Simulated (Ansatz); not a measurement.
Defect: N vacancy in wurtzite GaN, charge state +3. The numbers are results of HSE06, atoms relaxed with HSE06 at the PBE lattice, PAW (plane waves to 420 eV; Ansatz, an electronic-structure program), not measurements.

72-site cell at the relaxed PBE lattice, a 2×2×2 k-point mesh shifted by half a step along c, smearing 0.01 eV, spin-restricted, no finite-size correction. Energies are static. The charge state is imposed; whether it is stable for some Fermi level was not computed. Forms of the defect that were not tried may lie lower.

The step: a nearby N atom hops onto the vacant site. Atoms about the jump, Cartesian Å from the middle of the jump, before and after:

| atom | x0 | y0 | z0 | x1 | y1 | z1 |
|---|---|---|---|---|---|---|
| N1 | 0.80 | 1.39 | 0.00 | -0.80 | -1.39 | 0.00 |
| Ga2 | 1.15 | -0.28 | 0.81 | 0.81 | -0.86 | 0.81 |
| Ga3 | -0.79 | 2.34 | 0.68 | -1.13 | 2.51 | 0.81 |
| Ga4 | -2.74 | -0.28 | 0.81 | -2.42 | -0.48 | 0.68 |
| Ga5 | -0.79 | -1.40 | -2.48 | -0.81 | -1.40 | -2.00 |
| Ga6 | 0.81 | 1.40 | -2.00 | 0.81 | 1.39 | -2.48 |
| N7 | -2.39 | 1.39 | 0.00 | -2.40 | 1.38 | 0.00 |
| N8 | 0.83 | -0.46 | -2.63 | 0.81 | -0.49 | -2.63 |
| Ga9 | -2.40 | 1.40 | -2.00 | -2.41 | 1.38 | -2.00 |
| N10 | 0.82 | -0.47 | 2.65 | 0.81 | -0.48 | 2.65 |

Q: Predict the transition state.

A: 
```
atom      x      y      z
----  -----  -----  -----
N1    -0.37   0.21  -0.13
Ga2    1.01  -0.58   0.79
Ga3   -0.97   2.20   0.65
Ga4   -2.39  -0.26   0.65
Ga5   -0.78  -1.27  -2.20
Ga6    0.71   1.31  -2.20
N7    -2.63   1.52  -0.04
N8     0.88  -0.51  -2.71
Ga9   -2.48   1.43  -2.00
N10    0.89  -0.51   2.69
```
It lies 2.93 eV above the start and 2.93 eV above the end. The saddle point's order was not checked, and it lies on a symmetry element of the cell, where a band can be held.
